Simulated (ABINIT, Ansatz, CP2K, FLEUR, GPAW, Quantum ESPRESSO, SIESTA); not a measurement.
## One structure in several programs: Ba2CuSeO2 (P4/mmm, 6 atoms in the cell)

Self-consistent single point, at a second geometry (lattice scaled by 0.98). First geometry:

```
CELL_PARAMETERS angstrom
      4.05273     0.00000     0.00000
      0.00000     4.05273     0.00000
      0.00000     0.00000     7.56178
ATOMIC_POSITIONS crystal
  Ba 0.50000 0.50000 0.74875
  Ba 0.50000 0.50000 0.25125
  Cu 0.00000 0.00000 0.50000
  Se 0.00000 0.00000 0.00000
  O  0.00000 0.50000 0.50000
  O  0.50000 0.00000 0.50000
```

Shared settings, as Ansatz (a first-principles code) writes them: kpoints.mp_grid.grid = 6 6 3; scf.occupations.method = fermi_dirac; scf.occupations.width = 0.02 eV. Potentials and cutoffs stand in the table.

```tsv
code	model	ΔF from the first geometry (meV/atom)	pressure (GPa)	largest force (eV/Å)	cutoff
GPAW	LDA (Perdew-Wang 92), GPAW PAW datasets LDA (gpaw-data 1.0.1)	-29.8	–	0.177	950 eV
Quantum ESPRESSO	LDA (PZ), GBRV 1.5 ultrasoft (LDA) pseudopotentials	-32.1	-2.22	0.132	50 Ry
FLEUR	LDA (Vosko-Wilk-Nusair), all-electron FLAPW (FLEUR), scalar-relativistic valence	-38.0	–	0.339	Kmax 4.6 1/bohr
SIESTA	LDA PW92, numerical atomic orbitals DZP, PseudoDojo LDA standard norm-conserving potentials (rewritten from UPF to PSML)	-31.1	-1.97	0.366	grid 300 Ry
ABINIT	LDA (PW92), PAW (JTH v2.0 LDA PAW)	-30.7	-1.99	0.145	60 Ry
CP2K	LDA (Pade form), GPW, DZVP-MOLOPT-SR-GTH basis, GTH-PADE potentials (GTH_POTENTIALS)	-21.6	-0.47	0.048	grid 600 Ry
Ansatz	LDA (PW92), PAW files made with PBE	-38.6	-3.19	0.281	420 eV
```

A dash marks a value that a program does not give, or that is left out as unsure.

On Ansatz's run: spin polarisation is off; with an odd number of electrons in the cell that forces a metal, and a magnetic state may lie lower.

The spread over the programs that give each value: ΔF from the first geometry within 17.0 meV/atom; pressure within 2.72 GPa; largest force within 0.318 eV/Å.

SIESTA and CP2K use small atom-centred bases, whose incompleteness enters pressures, forces and empty levels differently from a plane-wave cutoff. FLEUR treats all electrons, but the usual bases taken here (sphere radii, linearisation, local orbitals, empty states) were not tested for convergence, so the values are no reference for the others. Ansatz's pressure is given at a fixed set of plane waves, as the other plane-wave codes print theirs; with its correction for the finite basis it is -2.96 GPa (the shift of 0.23 GPa shows how far the cutoff is from converged). The pressure of GPAW is left out: its cutoff lies under the one at which its stress was checked. The same LDA comes in different parametrisations, which differ slightly. In the pressure, CP2K (by 1.76) lies more than 1 GPa from the median of the plane-wave programs. In the force vectors, FLEUR (by 0.178), SIESTA (by 0.205), CP2K (by 0.113) and Ansatz (by 0.120) lie more than 0.08 eV/Å from the median of the plane-wave programs.

The starting cell comes from a database of computed structures (which also holds hypothetical and non-ambient phases and stackings), without a prior relaxation at this level. For this run, on top of that: lattice scaled by 0.98.

Keys are those of Ansatz 0.2.
